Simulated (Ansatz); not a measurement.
Results of r²SCAN+rVV10 in Ansatz (plane waves, PAW) for MgZn2 (P6₃/mmc, No. 194).

Numerical settings: plane-wave cutoff 560 eV, 12×12×8 k mesh (along the axes of the cell as run), Fermi–Dirac smearing 0.05 eV, scalar-relativistic PAW data made under PBE.

Equation-of-state points:

```csv
V (Å³/atom),E − E_lowest (meV/atom)
15.192,6.62
15.509,1.59
15.825,0.00
16.142,1.48
16.458,5.71
```

### Question
Estimate the bulk modulus and its pressure derivative from these points.

### Answer
V0 = 15.825 Å³/atom, B0 = 77.6 GPa, B′ = 4.6 (fit to the energies at full precision).

Shape and atoms are relaxed at each volume.

Note: the volume lies 6 % below that of the published cell; the bulk modulus comes from volumes at which shape and atoms were relaxed.

Static lattice: no zero-point or thermal effects.

Ansatz is a first-principles code.
